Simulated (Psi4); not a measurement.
Psi4 1.11, TPSS/def2-svp: Te(OH)(OMe) (CO[Te]O), 8 atoms. The geometry is a generated start, not checked to be a minimum at this level.

* **task**: energy
* **method**: tpss
* **basis**: def2-svp
* **memory**: 3 GB
* **maxiter**: 100
* **keys of the molecule block**: symmetry c1
* **scf_type**: df (default)
* **guess**: auto, which took SAD (default)
* **scf_initial_accelerator**: adiis (default)
* **e_convergence**: 1e-06 (default)
* **d_convergence**: 1e-06 (default)
* **dft_radial_points**: 75 (default)
* **dft_spherical_points**: 302 (default)
* **effective core potentials**: those of the basis set, past Kr
* **basis functions**: 88
* **grid points**: 172062

```xyz
8

Te    -0.5096     0.2416     1.8032
O     -1.9439     1.0529     0.7160
H     -1.7993     1.9940     0.5946
O      0.8730     0.2319     0.3950
C      0.8395    -0.7020    -0.6627
H      0.5337    -0.1936    -1.5794
H      1.8518    -1.0953    -0.7878
H      0.1548    -1.5296    -0.4790
```

One run each on 2 threads. Values of diis_max_vecs tried: 3, 6, 10 (default), 20.

**Question.** Predict the course of the SCF iterations along this series.

**Answer.** Fewest SCF iterations, within one of each other: 6 with 10, 10 (default) with 10, 20 with 10. The count rises to 25 at 3. All converge to one solution.

```tsv
diis_max_vecs	SCF iterations	end
3	25	same solution
6	10	same solution
10 (default)	10	same solution
20	10	same solution
```
